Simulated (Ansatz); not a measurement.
Base system: RuSb$_{2}$ (space group Pnnm, No. 58).

Levels (all Ansatz, a first-principles code, PAW): PBEsol (420 eV, scalar-relativistic without spin-orbit coupling); r2SCAN (500 eV, scalar-relativistic without spin-orbit coupling).

Levels that relaxed their own cell: PBEsol.

Measured: band gap 0.29 eV (temperature not stated; as listed in Jan M Tomczak, Journal of Physics Condensed Matter (2018)).

### Question
Knowing the measured values, estimate what each level computes.

### Answer
```tsv
level	band gap
PBEsol	zero
r2SCAN	0.15 eV
```

Computed minus measured — band gap: PBEsol -0.29 eV, r2SCAN -0.14 eV (closest: r2SCAN). Measured values not marked as corrected hold thermal and zero-point effects that the static-lattice runs lack. A measured gap can be an optical one, lowered by exciton binding. Levels without spin-orbit coupling miss its effect on the gap.

Single points use the geometry relaxed with PBEsol. With Sb present, leaving out spin-orbit coupling can change the band edges. No phonon test of stability was made. All final runs are without spin polarisation. A zero or small gap of RuSb2 can be the functional's error rather than a property of the material.
